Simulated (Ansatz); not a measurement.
The starting structures come from a database of crystals and need not be the phases stable at ambient conditions.

 Where the default PAW files enter, the runs use the earlier of Ansatz's two default sets.

Here is the system:

```
CELL_PARAMETERS angstrom
      7.06603     0.00000     0.00000
     -3.53302     6.11936     0.00000
      3.53302     2.03979     5.76939
ATOMIC_POSITIONS crystal
  Rb 0.50000 0.75000 0.75000
  Rb 0.50000 0.25000 0.25000
  Ti 0.00000 0.00000 0.00000
  Cl 0.47060 0.23530 0.76470
  Cl 0.52940 0.76470 0.23530
  Cl 0.00000 0.23530 0.76470
  Cl 0.00000 0.76470 0.23530
  Cl 0.00000 0.76470 0.76470
  Cl 0.00000 0.23530 0.23530
```

Space group of this cell: Fm-3m. The cell is taken as given.

Transport runs along the normal of the first two printed cell vectors, the (111) plane of the conventional cell.

No gap correction and no spin-orbit coupling; mid-gap values are interpolated between computed energies.

Give the band gap and the smallest decay constant κ at mid-gap that r2SCAN (Ansatz, a first-principles code) yields.

Gap 2.45 eV on a 6×6×6 mesh; κ = 0.355 1/Å, at the zone centre.
